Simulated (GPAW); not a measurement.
Input and output of a self-consistent single point for BaSn3Pd (I4mm, 5 atoms in the cell) (GPAW).

Level of theory: PBEsol, GPAW PAW datasets PBEsol (made by gpaw-setup) (plane waves; GPAW).

The change in words: lattice scaled by 0.98. Reference geometry:
```xyz
5
Lattice="-2.4148 2.4148 5.5128 2.4148 -2.4148 5.5128 2.4148 2.4148 -5.5128" Properties=species:S:1:pos:R:3 pbc="T T T"
Ba     0.0000     0.0000    11.0256
Sn     2.4148     0.0000     2.7513
Sn     0.0000     2.4148     2.7513
Sn     0.0000     0.0000     4.5487
Pd     0.0000     0.0000     7.1709
```

Reference input (self-consistent single point, DFT PBEsol, plane waves, GPAW PAW datasets PBEsol (made by gpaw-setup)): mode = pw; ecut = 600 eV; xc = PBEsol; kpts = 5 5 5; mesh shift (steps) = 0 0 0; occupations.name = fermi-dirac; occupations.width = 0.1 eV; nbands = -11; convergence.density = 1e-05 e/electron; symmetry.symmorphic = false; symmetry.tolerance = 0.0005; maxiter = 100. This run's input differs from it in these lines:

```diff
@@ -5,5 +5,5 @@
 atoms = Atoms(['Ba', 'Sn', 'Sn', 'Sn', 'Pd'],
-              cell=[[-2.414811, 2.414811, 5.512833],
-                    [2.414811, -2.414811, 5.512833],
-                    [2.414811, 2.414811, -5.512833]],
+              cell=[[-2.366515, 2.366515, 5.402576],
+                    [2.366515, -2.366515, 5.402576],
+                    [2.366515, 2.366515, -5.402576]],
               scaled_positions=[[0.999990, 0.999990, 0.000000],
```

Output (repeated stretches shortened):

```
     iter     time        total  log10-change:
                         energy   eigst   dens
iter:   1 --:--:--   -27.130004
iter:   2 --:--:--   -25.099327   -0.88  -1.28
iter:   3 --:--:--   -23.640410   -1.12  -1.38
iter:   4 --:--:--   -23.673024   -1.07  -1.54
iter:   5 --:--:--   -23.801189   -1.76  -1.75
iter:   6 --:--:--   -23.327708   -1.59  -1.95
iter:   7 --:--:--   -23.418051   -1.89  -2.21
iter:   8 --:--:--   -23.298333   -2.19  -2.20
iter:   9 --:--:--   -23.301238   -3.95  -2.69
iter:  10 --:--:--   -23.298716c  -3.31  -2.74
iter:  11 --:--:--   -23.297536c  -4.22  -2.98
iter:  12 --:--:--   -23.297556c  -5.02  -3.38
   [... lines left out ...]
iter:  15 --:--:--   -23.297511c  -5.37  -3.56
iter:  16 --:--:--   -23.297494c  -6.17  -3.83
iter:  17 --:--:--   -23.297480c  -6.34  -3.90
iter:  18 --:--:--   -23.297482c  -7.08  -4.07
iter:  19 --:--:--   -23.297484c  -6.73  -4.14
iter:  20 --:--:--   -23.297482c  -7.96c -4.36
iter:  21 --:--:--   -23.297481c  -7.04  -4.50
iter:  22 --:--:--   -23.297478c  -7.65c -4.59
iter:  23 --:--:--   -23.297477c  -8.48c -4.69
iter:  24 --:--:--   -23.297475c  -8.18c -4.72
iter:  25 --:--:--   -23.297474c  -9.00c -4.89
iter:  26 --:--:--   -23.297475c  -8.07c -4.98
iter:  27 --:--:--   -23.297474c  -9.16c -5.18c
Converged after 27 iterations.

Dipole moment: (0.000000, -0.000000, -0.318115) |e|*Ang

Energy contributions relative to reference atoms: (reference = -862159.038249)

Kinetic:        +30.861012
Potential:      -27.208272
External:        +0.000000
XC:             -26.689311
Entropy (-ST):   -0.062127
Local:           -0.229840
SIC:             +0.000000
--------------------------
Free energy:    -23.328538
Extrapolated:   -23.297474

Showing only first 2 kpts
 Kpt  Band  Eigenvalues  Occupancy
  0    32      7.00094    2.00000
  0    33      9.33801    0.12891
  0    34      9.58984    0.01104
  0    35      9.58984    0.01104

  1    32      7.74929    2.00000
  1    33      7.77064    2.00000
  1    34      9.15063    0.61949
  1    35     10.93775    0.00000

Fermi level: 9.07049

No gap
   [... lines left out ...]
Energy (eV): -23.297474

Forces in eV/Ang:
  0 Ba    0.00000    0.00000   -0.03408
  1 Sn    0.00000   -0.00000    0.07300
  2 Sn    0.00000    0.00000    0.07300
  3 Sn    0.00000   -0.00000    0.12678
  4 Pd    0.00000    0.00000   -0.23879

Stress tensor:
    -0.045334     0.000000     0.000000
     0.000000    -0.045334     0.000000
     0.000000     0.000000    -0.045539
Stress (GPa, Voigt): [-7.2633 -7.2633 -7.2961  0.      0.      0.    ]
```

The run converged in 27 iterations. GPAW prints stress with tension positive. Against the reference run the free energy rises by 42.9 meV/atom, the pressure goes from 2.08 to 7.27 GPa and the largest force goes from 0.100 to 0.239 eV/Å.

The starting cell comes from a database of computed structures (which also holds hypothetical and non-ambient phases and stackings), without a prior relaxation at this level. Its lattice was rescaled by a random factor within 2.5 % of one. For this run, on top of that: lattice scaled by 0.98. Spin polarisation is off. With a pressure of about 7 GPa the cell is away from its equilibrium volume at this level.

Cost on one core of a shared machine: roughly 5 min.
